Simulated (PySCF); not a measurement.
PySCF 2.14.0, B3LYP/def2-svp: Ti(OH)3(OSiH3) ([OH][Ti]([OH])([OH])[O][SiH3]), 12 atoms. The geometry is a generated start, not checked to be a minimum at this level.

```json
{
 "task": "energy",
 "method": "b3lyp",
 "basis": "def2-svp",
 "mol.max_memory": "7000 MB",
 "mf.init_guess": "minao (default)",
 "mf.DIIS": "CDIIS (default)",
 "mf.diis_space": "8 (default)",
 "mf.conv_tol": "1e-09 (default)",
 "mf.grids.level": "3 (default)",
 "basis functions (reference run)": "135",
 "grid points (reference run)": "155264"
}
```

```xyz
12

Ti     0.3808     0.1673     0.8650
O      1.9369     0.1672     1.5860
H      2.5712     0.7492     2.0088
O     -0.7861    -0.5969     1.8984
H     -0.7425    -0.8284     2.8312
O     -0.1195     1.7925     0.5459
H     -0.5421     2.1470    -0.2436
O      0.4417    -0.6863    -0.6724
Si    -0.5671    -0.7263    -1.9167
H     -1.8660    -1.3160    -1.5223
H      0.0877    -1.5298    -2.9594
H     -0.7949     0.6604    -2.4209
```
Charge 0, spin multiplicity 1.

The reference run uses exact four-centre integrals. One run each, on a shared machine, so no times are given.

Settings tried, all else as in the reference:
- density fitting of J alone, exact K
- COSX exchange (sgx_fit, pjs) with fitted J, mf.with_df.grids_level_i = 1, mf.with_df.grids_level_f = 1
- density fitting, auxbasis = autoaux
- COSX exchange (sgx_fit, pjs) with fitted J, mf.with_df.grids_level_i = 1, mf.with_df.grids_level_f = 4
- density fitting, auxbasis = def2-universal-jfit
- COSX exchange (sgx_fit, pjs) with fitted J, mf.with_df.grids_level_i = 1, mf.with_df.grids_level_f = 2 (default)
- density fitting
- COSX exchange (sgx_fit, pjs) with fitted J, mf.with_df.grids_level_i = 1, mf.with_df.grids_level_f = 3

Problem. Which of these stay within 1.0 meV/atom in energy of the reference run?

Solution. Within it: density fitting, auxbasis = autoaux; density fitting; COSX exchange (sgx_fit, pjs) with fitted J, mf.with_df.grids_level_i = 1, mf.with_df.grids_level_f = 1; COSX exchange (sgx_fit, pjs) with fitted J, mf.with_df.grids_level_i = 1, mf.with_df.grids_level_f = 2 (default); density fitting of J alone, exact K; COSX exchange (sgx_fit, pjs) with fitted J, mf.with_df.grids_level_i = 1, mf.with_df.grids_level_f = 4; COSX exchange (sgx_fit, pjs) with fitted J, mf.with_df.grids_level_i = 1, mf.with_df.grids_level_f = 3. Outside: density fitting, auxbasis = def2-universal-jfit.

```json
[
 {"setting": "density fitting, auxbasis = autoaux", "energy against the reference": "−0.030 meV/atom"},
 {"setting": "density fitting", "energy against the reference": "−0.13 meV/atom"},
 {"setting": "COSX exchange (sgx_fit, pjs) with fitted J, mf.with_df.grids_level_i = 1, mf.with_df.grids_level_f = 1", "energy against the reference": "−0.22 meV/atom"},
 {"setting": "COSX exchange (sgx_fit, pjs) with fitted J, mf.with_df.grids_level_i = 1, mf.with_df.grids_level_f = 2 (default)", "energy against the reference": "−0.31 meV/atom"},
 {"setting": "density fitting of J alone, exact K", "energy against the reference": "−0.32 meV/atom"},
 {"setting": "COSX exchange (sgx_fit, pjs) with fitted J, mf.with_df.grids_level_i = 1, mf.with_df.grids_level_f = 4", "energy against the reference": "−0.32 meV/atom"},
 {"setting": "COSX exchange (sgx_fit, pjs) with fitted J, mf.with_df.grids_level_i = 1, mf.with_df.grids_level_f = 3", "energy against the reference": "−0.32 meV/atom"},
 {"setting": "density fitting, auxbasis = def2-universal-jfit", "energy against the reference": "+2500 meV/atom"}
]
```

Total energies are compared; such shifts often cancel in part in energy differences. sgx_fit (COSX, pjs=True) fits J as well, so its difference is the sum of the grid's shift in exchange and the fit's in Coulomb. def2-universal-jfit is made for Coulomb alone and misses functions that exchange needs. No test of the SCF solution's stability was run. Also tried and not ranked: density fitting, auxbasis = def2-universal-jkfit (same energy as a listed run). The tolerance is a choice made for this comparison.
